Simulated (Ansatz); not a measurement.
Start of a relaxation of fluorite-type CoSi2 (0 0 1) on silicon (0 0 1) (film strained to the substrate, faces as cut), prepared with a machine-learned potential:

```
CELL_PARAMETERS angstrom
      7.73575     0.00000     0.04282
      0.00000     3.86787    -0.02892
     -2.74022    -0.21714    28.16914
ATOMIC_POSITIONS crystal
  Si 0.55735 0.97693 0.07899
  Si 0.05735 0.97693 0.07899
  Si 0.29215 0.90545 0.03128
  Si 0.79215 0.90545 0.03128
  Si 0.83429 0.49025 0.17557
  Si 0.33429 0.49025 0.17557
  Si 0.56955 0.48357 0.12693
  Si 0.06955 0.48357 0.12693
  Si 0.61341 0.00438 0.27248
  Si 0.11341 0.00438 0.27248
  Si 0.34814 0.99628 0.22395
  Si 0.84814 0.99628 0.22395
  Si 0.89396 0.51969 0.36955
  Si 0.39396 0.51969 0.36955
  Si 0.62819 0.51112 0.32106
  Si 0.12819 0.51112 0.32106
  Si 0.67563 0.03716 0.46674
  Si 0.17563 0.03716 0.46674
  Si 0.40943 0.02719 0.41802
  Si 0.90943 0.02719 0.41802
  Si 0.95983 0.55139 0.56176
  Si 0.45983 0.55139 0.56176
  Si 0.69280 0.54463 0.51522
  Si 0.19280 0.54463 0.51522
  Co 0.74141 0.75113 0.77918
  Co 0.24141 0.75113 0.77918
  Co 0.96065 0.24030 0.68408
  Co 0.46065 0.24030 0.68408
  Co 0.78696 0.78127 0.95902
  Co 0.28696 0.78127 0.95902
  Co 0.02119 0.26467 0.87057
  Co 0.52120 0.26467 0.87057
  Si 0.47768 0.73910 0.73531
  Si 0.97768 0.73910 0.73531
  Si 0.72802 0.24186 0.73466
  Si 0.22802 0.24186 0.73466
  Si 0.69779 0.14682 0.64416
  Si 0.19779 0.14682 0.64416
  Si 0.45035 0.72600 0.64083
  Si 0.95035 0.72600 0.64083
  Si 0.52629 0.77123 0.92098
  Si 0.02629 0.77123 0.92098
  Si 0.78524 0.27368 0.92083
  Si 0.28524 0.27368 0.92083
  Si 0.75745 0.25731 0.82762
  Si 0.25745 0.25731 0.82762
  Si 0.50710 0.75856 0.82755
  Si 0.00710 0.75856 0.82755
```

All values below come from PBE (plane waves to 420 eV, PAW; Ansatz, a first-principles code). No spin–orbit coupling; the runs are not spin-polarised. Its k-point mesh 4×7×1, Fermi–Dirac width 0.05 eV.

Held fixed: cell quantities a, b, gamma; free forces relaxed under 0.04 eV/Å.

**Question.** What does it relax into, and how much energy is released?

**Answer.** The energy falls by 4.247 eV, and the end has space group P1.

```
CELL_PARAMETERS angstrom
      7.73461    -0.00014    -0.13940
      0.00032     3.86791     0.02292
     -3.39781     0.15263    27.16527
ATOMIC_POSITIONS crystal
  Si 0.56880 0.12364 0.06742
  Si 0.06880 0.12364 0.06742
  Si 0.29402 0.13207 0.01813
  Si 0.79402 0.13207 0.01813
  Si 0.86994 0.61599 0.16841
  Si 0.36994 0.61599 0.16841
  Si 0.59464 0.61980 0.11804
  Si 0.09464 0.61980 0.11804
  Si 0.67007 0.10730 0.26922
  Si 0.17007 0.10730 0.26922
  Si 0.39472 0.11198 0.21880
  Si 0.89472 0.11198 0.21880
  Si 0.97057 0.59873 0.37005
  Si 0.47057 0.59873 0.37005
  Si 0.69523 0.60318 0.31962
  Si 0.19523 0.60318 0.31962
  Si 0.77128 0.09461 0.47069
  Si 0.27128 0.09461 0.47069
  Si 0.49605 0.09454 0.42045
  Si 0.99605 0.09454 0.42045
  Si 0.07274 0.58996 0.57453
  Si 0.57274 0.58996 0.57453
  Si 0.79595 0.59098 0.52137
  Si 0.29595 0.59098 0.52137
  Co 0.67689 0.65060 0.78145
  Co 0.17689 0.65060 0.78145
  Co 0.87705 0.15160 0.68232
  Co 0.37705 0.15160 0.68232
  Co 0.77381 0.63453 0.97302
  Co 0.27381 0.63453 0.97302
  Co 0.97554 0.14150 0.87825
  Co 0.47554 0.14150 0.87825
  Si 0.40326 0.64813 0.73436
  Si 0.90326 0.64813 0.73436
  Si 0.65264 0.15515 0.73330
  Si 0.15264 0.15515 0.73330
  Si 0.60210 0.11210 0.63241
  Si 0.10210 0.11210 0.63241
  Si 0.35594 0.65585 0.64030
  Si 0.85594 0.65585 0.64030
  Si 0.50117 0.63743 0.92772
  Si 0.00117 0.63743 0.92772
  Si 0.74971 0.13839 0.92627
  Si 0.24971 0.13839 0.92627
  Si 0.70113 0.14667 0.82954
  Si 0.20113 0.14667 0.82954
  Si 0.45163 0.64529 0.83062
  Si 0.95163 0.64529 0.83062
```
